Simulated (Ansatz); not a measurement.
Ansatz (a quantum-chemistry and plane-wave program) is run on K2S (Pn-3m, 6 atoms in the cell), and the run fails. The aim is a self-consistent single point with DFT, revPBE, plane waves, default PAW files made with PBE.

Cell that was meant: a = 7.0119 Å, b = 7.0119 Å, c = 7.0119 Å, α = 90.00°, β = 90.00°, γ = 90.00°.

Part of the input:

Ansatz 0.2 input:
```yaml
hamiltonian:
  xc: revpbe
  pseudopotentials: { kind: paw }
magnetization:
  spin_orbit: true
scf:
  occupations: { method: cold, width: 0.272 }
output:
```

Output, abridged:

```
Error: inconsistent input (magnetization.spin_orbit, magnetization.noncollinear): true requires noncollinear: true — spin–orbit coupling acts on 2-spinor wavefunctions; set both flags
```

Read the log: what does the program object to, and what is the fix?

The fault is spin-orbit coupling without the non-collinear switch. Spin-orbit coupling mixes the two spin components, so the orbitals must be spinors. To fix it, switch non-collinear spin on with it, or drop the coupling. The program stopped before any SCF iteration.

The sound input it was made from differs as follows (other fixes are possible):
```diff
-magnetization:
-  spin_orbit: true
```

With that input, the run converged in 10 iterations: free energy E − TS (on the zero of these files) -7977.4275 eV; top of the valence band (on the code's own zero) 0.70 eV; gap on the k-point mesh 1.09 eV; pressure -0.16 GPa (DFT, revPBE, plane waves, default PAW files made with PBE).

On the sound input: the starting cell was generated: these elements placed on a structure prototype, without a prior relaxation; it need not be a known phase or ordering of this composition. Its lattice was rescaled by a random factor within 2.5 % of one. Ansatz's pressure includes its estimate of the finite-basis (Pulay) stress.
